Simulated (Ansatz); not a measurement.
# HgTe, pressure series

The parent structure is HgTe in the zinc blende structure (space group F-43m, No. 216; a = 6.510 Å).

Cell and atoms are relaxed at each pressure.

Method: Kohn–Sham DFT with the PBEsol functional, run in Ansatz (a quantum-chemistry and plane-wave program) with PAW and 420 eV plane waves, no SOC.

Notes on the quantities. enthalpy: H = E + PV relative to the base's energy.

```
change                 density       enthalpy
-----------------  -----------  -------------
base                7.90 g/cm³              –
pressure −2 GPa     7.48 g/cm³  -0.44 eV/atom
pressure −1 GPa     (withheld)  -0.22 eV/atom
pressure 0.9 GPa    (withheld)  +0.19 eV/atom
pressure 2.1 GPa    8.26 g/cm³  +0.44 eV/atom
pressure 4.5 GPa    8.61 g/cm³  +0.93 eV/atom
pressure 9 GPa      9.15 g/cm³  +1.79 eV/atom
pressure 15 GPa     9.73 g/cm³  +2.87 eV/atom
pressure 22.5 GPa  10.33 g/cm³  +4.14 eV/atom
pressure 30 GPa    10.84 g/cm³  +5.34 eV/atom
```

Fill in the withheld entries from the trend.


- pressure −1 GPa, density: 7.70 g/cm³
- pressure 0.9 GPa, density: 8.06 g/cm³

A case with no gap was solved on a k-mesh chosen for an insulator, which is coarse for it. Load acts through the strain it causes; cell and atoms are relaxed under it. Stability against distortions was not tested. Tetrahedral semiconductors of this kind turn to denser phases somewhere between about 1 and 50 GPa; those were not computed, so compressed cells here can lie past the real transition. All final runs are without spin polarisation.
